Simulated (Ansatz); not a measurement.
A self-consistent single point of a (110) slab of SiC (cut from a parent of space group no. 216; 12 atoms in the cell) with Ansatz (a first-principles code)

Method of the run: LDA (PW92), default PAW files made with PBE (plane waves; Ansatz).

This input was run:

Ansatz 0.2 input:
```yaml
crystal:
  lattice:
    - [4.381800, 0.000000, 0.000000]
    - [0.000000, 3.098400, 0.000000]
    - [0.000000, 0.000000, 21.745993]
  atoms:
    - { symbol: C, position_ang: [1.095450, 2.323800, 6.999992] }
    - { symbol: C, position_ang: [3.286350, 0.774600, 8.549198] }
    - { symbol: C, position_ang: [1.095450, 2.323800, 10.098404] }
    - { symbol: C, position_ang: [3.286350, 0.774600, 11.647589] }
    - { symbol: C, position_ang: [1.095450, 2.323800, 13.196795] }
    - { symbol: C, position_ang: [3.286350, 0.774600, 14.746001] }
    - { symbol: Si, position_ang: [0.000000, 2.323800, 8.549198] }
    - { symbol: Si, position_ang: [2.190900, 0.774600, 6.999992] }
    - { symbol: Si, position_ang: [0.000000, 2.323800, 11.647589] }
    - { symbol: Si, position_ang: [2.190900, 0.774600, 10.098404] }
    - { symbol: Si, position_ang: [0.000000, 2.323800, 14.746001] }
    - { symbol: Si, position_ang: [2.190900, 0.774600, 13.196795] }
basis:
  ecutwfc: 420.0 eV
kpoints:
  mp_grid: { grid: [5, 7, 1] }
hamiltonian:
  xc: lda
  pseudopotentials: { kind: paw }
scf:
  occupations: { method: fermi_dirac, width: 0.05 eV }
output:
  forces: true
  eigenvalues: true
  stress: true
```

Log, with long lists cut:

```
Pseudopotentials: kind: paw
Pseudopotential: C, paw, valence charge 4
Pseudopotential: Si, paw, valence charge 4
Crystal: 12 atoms, lattice volume = 295.236 Å³
Basis set: ecut = 420 eV, 5753 PW (Γ)
Bands: 36, of which v1, the nominal top of the filled ones, is band 24 counted from 1 (23 counted from 0)
Symmetry: 4 space group operations
Space group: Pmn21 (ITA 31), of the structure as read, at distance tolerance 6.7e-5 Å
k-points: 12 of 35 (time reversal used)
PAW frozen core: C, regenerated for the run's functional, and the local potential with it
PAW frozen core: Si, regenerated for the run's functional, and the local potential with it
Initial density: superposition of atomic densities (neutral atoms: chi_scale 0, normalization atom), corrected by the library's trained network
Initial wavefunctions: pseudopotential atomic-orbital guess
Eigensolver: davidson
Functional: x = slater, c = lda
SCF iter   1: F=—  HF=-5106.243071 eV  |F-HF|=—  |Δ(HF+E_count)|=         —  Δρ=5.96e-3  dr2=1.81e-1  ethr=1.77e-3  ⟨swp⟩=8.0  Hψ=2648  notcnv=0  defer=28
all-band conjugate gradients solve this SCF's bands
preconditioner: auto → Resta (q_TF=auto, 2.016 Å⁻¹)
SCF iter   2: F=—  HF=-5106.207002 eV  |F-HF|=—  |Δ(HF+E_count)|=   3.61e-2  Δρ=2.82e-3  dr2=2.17e-2  ethr=3.76e-4  ⟨swp⟩=4.3  Hψ=905  notcnv=0  defer=48
preconditioner: auto → LDOS
SCF iter   3: F=—  HF=-5106.204346 eV  |F-HF|=—  |Δ(HF+E_count)|=   2.66e-3  Δρ=9.84e-4  dr2=3.86e-3  ethr=4.51e-5  ⟨swp⟩=2.7  Hψ=717  notcnv=0  defer=48
SCF iter   4: F=—  HF=-5106.204181 eV  |F-HF|=—  |Δ(HF+E_count)|=   1.65e-4  Δρ=4.91e-4  dr2=9.49e-4  ethr=8.03e-6  ⟨swp⟩=2.0  Hψ=702  notcnv=0  defer=48
SCF iter   5: F=—  HF=-5106.203950 eV  |F-HF|=—  |Δ(HF+E_count)|=   2.31e-4  Δρ=8.96e-5  dr2=2.95e-5  ethr=1.98e-6  ⟨swp⟩=2.0  Hψ=670  notcnv=0  defer=48
SCF iter   6: F=—  HF=-5106.203950 eV  |F-HF|=—  |Δ(HF+E_count)|=   5.26e-7  Δρ=3.18e-5  dr2=3.45e-6  ethr=6.14e-8  ⟨swp⟩=2.9  Hψ=931  notcnv=0  defer=48
SCF iter   7: F=—  HF=-5106.203951 eV  |F-HF|=—  |Δ(HF+E_count)|=   1.08e-6  Δρ=7.35e-6  dr2=1.26e-7  ethr=7.18e-9  ⟨swp⟩=2.0  Hψ=621  notcnv=0  defer=48
SCF iter   8: F=-5106.203952 eV  HF=-5106.203952 eV  |F-HF|=6.98e-9  |Δ(HF+E_count)|=   2.96e-7  Δρ=1.29e-6  dr2=5.05e-9  ethr=2.08e-10  ⟨swp⟩=18.7  Hψ=2752  notcnv=0
SCF 1 converged in 8 iterations: F = -5106.203952 eV  dr2 = 5.05e-9
SCF converged after 8 iterations
Free energy (F): -5106.203952 eV
Harris-Foulkes:  -5106.203952 eV  (|F-HF|=6.98e-9)
Internal energy: -5106.201414 eV  (E = F + TS)
E sigma→0 (E₀):  -5106.202683 eV
Entropy (-TS):   -0.002537 eV (-0.211 meV/atom)
Fermi energy:    1.228103 eV
--- Per-component energies (eV) ---
  E_band       = -239.389980
  E_kinetic    = 789.246589
  E_local      = -18885.332127  (includes V_loc(G=0)·N_el)
  E_nonlocal   = 321.416592
  E_hartree    = 9118.938529
  E_xc         = -617.720442
  E_vxc        = -642.523532  (∫ρ·V_xc dr)
  E_paw        = -3465.231828  (= ΣΔE_a)
  E_vpaw       = -60.076631  (= ΣTr[D̂ρ^β])
  E_aug_tail   = 0.000078  (compensation charges beyond the density's cutoff)
  E_ewald      = 7631.598215
  E_core_change = 0.882979  (= ΣΔE_core)
  E_smearing   = -0.002537  (= −TS)
  E_closure    = -0.000000  (closes the sum)
  Σ components = -5106.203952   (vs F -5106.203952, Δ=0.00e0)
--- Forces (eV/Å), atoms counted from 1 ---
  atom   1  C      2.00154139     0.00000000    -0.08127500
  atom   2  C      0.86137828    -0.00000000    -0.41685102
  atom   3  C      0.09810807     0.00000000     0.25500776
  atom   4  C      0.09810807    -0.00000000    -0.25500776
  atom   5  C      0.86137828     0.00000000     0.41685102
  atom   6  C      2.00154139     0.00000000     0.08127500
  atom   7  Si     0.30918327    -0.00000000    -0.93621758
  atom   8  Si    -2.95522859     0.00000000     1.97472273
  atom   9  Si    -0.31498838     0.00000000    -0.01611831
  atom  10  Si    -0.31498838     0.00000000     0.01611831
  atom  11  Si    -2.95522859    -0.00000000    -1.97472273
  atom  12  Si     0.30918327     0.00000000     0.93621758
  max |Σ_I F_I| component: 1.19e-5 eV/Å
--- Stress (GPa, compression-positive) ---
       -6.870248      -0.000000       0.000000
       -0.000000      -5.245062      -0.000000
        0.000000      -0.000000      -4.775134
  P = ⅓ Tr σ = -5.6301 GPa (-56.301 kbar)
  The stress holds the Pulay correction. Without it, at fixed plane waves, as pw.x and ABINIT print it: P = -5.7943 GPa
--- Band table (eV; the first three rows and the last of 12) ---
  k-point 0: bands = ["-14.4642", "-13.4789", "-12.0629", "-10.4927", "-9.5800", "-9.4956", "-7.1140", "-6.5063", "-5.6098", "-4.5784", "-4.2839", "-3.8657", "-2.8551", "-2.6647", "-2.5181", "-1.8059", "-1.5498", "-1.1003", "-0.8746", "-0.0219", [...]
  k-point 1: bands = ["-14.2030", "-13.2225", "-11.8154", "-10.2749", "-9.4925", "-9.3438", "-6.9326", "-6.4057", "-5.5945", "-4.3734", "-4.0778", "-3.8726", "-3.7324", "-2.9346", "-2.6874", "-2.5071", "-1.8991", "-1.6513", "-1.1110", "-0.9451", [...]
  k-point 2: bands = ["-13.4346", "-12.4718", "-11.1030", "-9.8469", "-9.4134", "-9.1290", "-6.5996", "-6.4224", "-6.0101", "-4.9245", "-4.5477", "-4.0911", "-3.6660", "-3.5112", "-2.9967", "-2.9729", "-2.6906", "-2.2922", "-2.1823", "-1.9841", [...]
  k-point 11: bands = ["-11.4791", "-10.9246", "-10.6152", "-10.2101", "-9.2611", "-9.0536", "-7.6209", "-7.0602", "-6.8444", "-6.4881", "-6.1369", "-6.0106", "-4.4191", "-4.0756", "-3.4212", "-3.0547", "-2.6591", "-2.2613", "-1.8046", "-1.5035", [...]
```

The run converged in 8 iterations.

The starting cell has typed, rounded lattice constants, without a prior relaxation at this level. The slab is cut from that crystal, and its faces are unrelaxed. Its lattice was rescaled by up to half a per cent. Spin polarisation is off, though cut faces can carry moments; a gap of a slab can lie between surface states. Forces in this geometry exceed 1 eV/Å. Another mesh or the band path of this cell gives a smaller gap, so this value is not converged in the mesh.
